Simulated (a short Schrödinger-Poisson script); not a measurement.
From a short Schrödinger-Poisson script (our own, NumPy): 1D Poisson equation in equilibrium, electrons quantum, Hartree (BenDaniel-Duke, 12 states a valley, the channel's in-plane mass for all, wave functions free to enter the dielectric), parabolic valleys, classical holes, full ionisation, no traps, pinning or gate leakage.

Stack: MOS inversion layer, SiO2 on p-type Si(110), at 400 K.

From the gate side: 3.4 nm SiO2; 980 nm Si, acceptors 1.9e17 cm⁻³.

Constants are typed, rounded textbook-type inputs, not results; the design itself was drawn at random and stands for no fabricated device. SiO2: permittivity 3.9, conduction-band edge (eV) 3.15, gap (eV) 9, electron mass (mₑ) 0.5. Si: permittivity 11.7, conduction-band edge (eV) 0, gap (eV) 1.124, Nv at 300 K (cm⁻³) 3.1e19.

Channel valleys (confinement mass, in-plane density-of-states mass, number): Δ4 0.315, 0.324, 4; Δ2 0.19, 0.417, 2. At the gate the conduction-band edge of layer 1 lies 3.52 eV − eVg above the Fermi level of the channel; the field vanishes at the back. Gaps are held at their typed values at every temperature. Mesh 0.03 nm at interfaces.

Question: Give the lowest subband against the Fermi level at Vg = 2.85 V (meV); the centroid of the channel electrons at Vg = 2.85 V (nm); the gate voltage at 1e11 electrons/cm² (V).

Answer: lowest subband against the Fermi level at Vg = 2.85 V (meV): 17.0; centroid of the channel electrons at Vg = 2.85 V (nm): 1.63; gate voltage at 1e11 electrons/cm² (V): 0.50.
